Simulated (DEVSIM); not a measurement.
Structure: InP/In0.53Ga0.47As n-p heterojunction, at 400 K.

Layer 1 from the left is InP, thickness (μm) 1.40, Nd (cm⁻³) 3.4e16, τn (s) 3.2e-9, τp (s) 3.2e-9. Layer 2 from the left is In0.53Ga0.47As, thickness (μm) 0.320, Na (cm⁻³) 1.7e15, τn (s) 3.2e-9, τp (s) 3.2e-9.

Left contact: ohmic. Right contact: ohmic. Voltage is applied to the left contact. Recombination: SRH at mid-gap, radiative. Mobility is constant in doping.

Constants are typed, rounded textbook-type inputs, not results; the design itself was drawn at random and stands for no fabricated device. Values at 300 K; Nc and Nv go as T^1.5, mobilities as T to minus their exponent, the gap by Varshni's rule with the affinity fixed.

InP: gap (eV) 1.344, affinity (eV) 4.38, permittivity 12.5, Nc (cm⁻³) 5.7e17, Nv (cm⁻³) 1.1e19, μn (cm²/Vs) 5200, μp (cm²/Vs) 170, T exponent of μn 2, T exponent of μp 2, B (cm³/s) 1.2e-10, Varshni α (eV/K) 0.000363, Varshni β (K) 162. In0.53Ga0.47As: gap (eV) 0.74, affinity (eV) 4.51, permittivity 13.9, Nc (cm⁻³) 2.1e17, Nv (cm⁻³) 7.7e18, μn (cm²/Vs) 12000, μp (cm²/Vs) 300, T exponent of μn 1.6, T exponent of μp 1.6, B (cm³/s) 9.6e-11, Varshni α (eV/K) 0.00035, Varshni β (K) 190.

Simulated with DEVSIM: 1D drift-diffusion, Boltzmann statistics, complete ionisation; no tunnelling, impact ionisation, image-force lowering or self-heating. Band offsets follow the typed affinities; no thermionic-emission limit at abrupt steps, no polarisation charge.

Question: What does the simulation give for the largest field in the device at zero bias, the potential step across the device at zero bias?

Answer: largest field in the device at zero bias 25000 V/cm; potential step across the device at zero bias 0.422 V.
